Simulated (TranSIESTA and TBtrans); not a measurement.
# Pb chain with one H atom inserted

System: Pb chain with one H atom inserted. Leads: straight Pb chain, spacing 2.85 Å. Geometry: 3 atoms about the centre moved by SIESTA (PBE, DZP) to a largest force of 0.01 eV/Å, all others as built, motion along the axis alone.

Method: TranSIESTA and TBtrans, PBE, DZ numerical orbitals (energy shift 0.15 eV), PseudoDojo norm-conserving scalar-relativistic potentials, mesh cutoff 200 Ry, 300 K, no spin polarisation, no spin-orbit coupling; self-consistent non-equilibrium Green functions.

```
Item                               Value
---------------------------------  -----
Conductance at 300 K (G0 = 2e²/h)   2.08
Mean T from −0.5 to 0.5 eV          1.94
```

Energies count from the leads' Fermi level. Transmissions are for one spin of a degenerate pair. The energy step is 0.01 eV; narrower resonances are cut or missed.

```csv
E (eV),T,lead channels
-2.00,0.54,1
-1.80,0.64,1
-1.60,0.72,1
-1.40,0.77,1
-1.20,0.81,1
-1.00,0.85,1
-0.80,0.87,1
-0.60,1.49,3
-0.40,1.82,3
-0.20,2.06,3
0.00,2.08,3
0.20,1.95,3
0.40,1.79,3
0.60,1.67,3
0.80,1.59,3
1.00,1.56,3
1.20,1.55,3
1.40,1.57,3
1.60,1.60,3
1.80,1.63,3
2.00,1.67,3
```

The straight chain is held at its spacing; free chains may zigzag or dimerise. No spin-polarised start was tried, so a magnetic state, if there is one, is missed. Spin-orbit coupling, left out here, matters for the heavy atoms.
